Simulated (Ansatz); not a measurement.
We look at the energy of one form of C over another. The value is E(A) − E(B), in meV per atom.

A: C (sp3 polytype, P6₃/mmc), 8 atoms in the cell, k-point mesh 18×18×4 on the run's own vectors.
```yaml
crystal:
  lattice:
    - [2.51802, 0.00000, 0.00000]
    - [-1.25901, 2.18067, 0.00000]
    - [0.00000, 0.00000, 8.30460]
  atoms:
    - { symbol: C, position: [0.66667, 0.33333, 0.65553] }
    - { symbol: C, position: [0.66667, 0.33333, 0.84447] }
    - { symbol: C, position: [0.00000, 0.00000, 0.90703] }
    - { symbol: C, position: [0.00000, 0.00000, 0.09297] }
    - { symbol: C, position: [0.33333, 0.66667, 0.15553] }
    - { symbol: C, position: [0.33333, 0.66667, 0.34447] }
    - { symbol: C, position: [0.00000, 0.00000, 0.40703] }
    - { symbol: C, position: [0.00000, 0.00000, 0.59297] }
```

B: C (sp3 polytype, P6₃/mmc), 12 atoms in the cell, k-point mesh 18×18×4 on the run's own vectors.
```
C
1.0
    2.52047     0.00000     0.00000
   -1.26024     2.18279     0.00000
    0.00000     0.00000    12.42897
C
12
Cartesian
  0.00000   0.00000   8.53694
  0.00000   0.00000  10.10653
  0.00000   1.45519  10.62565
  0.00000   1.45519  12.17087
  1.26024   0.72760   0.25811
  1.26024   0.72760   1.80333
  0.00000   0.00000   2.32245
  0.00000   0.00000   3.89204
  1.26024   0.72760   4.41116
  1.26024   0.72760   5.95638
  0.00000   1.45519   6.47259
  0.00000   1.45519   8.01781
```

All numbers come from Ansatz (a first-principles code), plane waves with PAW, its default PAW set, cutoff 420 eV, 500 eV for r2SCAN. The structures are at rest with PBE; other levels are single points on them. HSE06 runs on coarser k-point meshes, mended by the PBE difference between the two meshes. Neutral cells; Fermi-Dirac smearing of at most 0.05 eV in the solids, energies taken to zero width. The lattices are those relaxed with PBE, so at other levels the solids can be strained, which adds to the spread. A dispersion term (D3(BJ), or D4 for r2SCAN) was computed beside these levels and is taken off wherever the name lacks it. No zero-point or thermal terms. Cells are local rest points, mostly with their start's symmetry.

**Question.** Estimate the value that HSE06 returns for this input.

**Answer.** 4 meV/atom for A less B, so C (sp3 polytype, P6₃/mmc) (B) lies lower.

**Question.** List the value at the remaining levels and say how far they part.

**Answer.** 
```tsv
Method	value (meV/atom)	less HSE06
PBE	3	-1
r2SCAN	4	0
```

The levels span only 1 meV/atom, too little to tell them apart.
